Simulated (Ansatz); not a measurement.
What Os → Fe does to Os

Start from Os in the hcp (Mg type) structure (space group P6_3/mmc, No. 194; a = 2.729 Å, c = 4.306 Å).

Modification: every Os is replaced by Fe; the structure is relaxed again.

Level of theory: PBEsol (Ansatz, a quantum-chemistry and plane-wave program), scalar-relativistic without spin-orbit coupling. Γ-centred 22×22×12 mesh, Fermi–Dirac width 0.05 eV, for the changed cell.

The volume per atom decreases by 4.08 Å³ to 9.81 Å³ and the density falls by 13.29 g/cm³ to 9.45 g/cm³. The c/a ratio grows by 0.004 to 1.582 and the space group is still P6_3/mmc (No. 194). The shortest interatomic distance drops by 0.290 Å to 2.378 Å and the band gap is still zero.

Final structure:

```xyz
2
Lattice="2.4289 0.0000 0.0000 -1.2144 2.1035 0.0000 0.0000 0.0000 3.8416" Properties=species:S:1:pos:R:3 pbc="T T T"
Fe     0.0000     1.4023     2.8812
Fe     1.2144     0.7012     0.9604
```

Cost of the whole job for the changed cell (relaxation, final SCF and bands): roughly 3 core-minutes.

Whether these cells are dynamically stable was not tested. For Fe in this form, whether it has been made was not checked. Starting moments died away, wholly or in part, for Os → Fe; another magnetic solution may exist. The final runs are not spin-polarised. This is not the structure that Fe has at room temperature and ambient pressure.
